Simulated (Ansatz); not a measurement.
# Pressure series in TiAl

Base system: TiAl (space group P4/mmm, No. 123; a = 2.824 Å, c = 4.071 Å).

Cell and atoms are relaxed at each pressure.

Computed with DFT with PBE, PAW potentials and a 420 eV plane-wave cutoff in Ansatz (an electronic-structure program), no spin-orbit coupling.

Notes on the quantities. enthalpy: H = E + PV relative to the base's energy.

```tsv
variant	enthalpy	lattice parameter a
base	–	2.824 Å
pressure −2 GPa	-0.20 eV/atom	2.841 Å
pressure −1 GPa	-0.10 eV/atom	…
pressure 0.9 GPa	+0.09 eV/atom	2.817 Å
pressure 2.1 GPa	+0.21 eV/atom	2.808 Å
pressure 4.5 GPa	+0.45 eV/atom	2.790 Å
pressure 9 GPa	+0.88 eV/atom	2.760 Å
pressure 15 GPa	+1.44 eV/atom	2.726 Å
pressure 22.5 GPa	+2.10 eV/atom	2.689 Å
pressure 30 GPa	+2.75 eV/atom	…
```

Problem. Fill in the withheld entries from the trend.

Solution. 
- pressure −1 GPa, lattice parameter a: 2.833 Å
- pressure 30 GPa, lattice parameter a: 2.657 Å

Load acts through the strain it causes; cell and atoms are relaxed under it. No phonon test of stability was made. Competing high-pressure phases were not computed. All final runs are without spin polarisation.
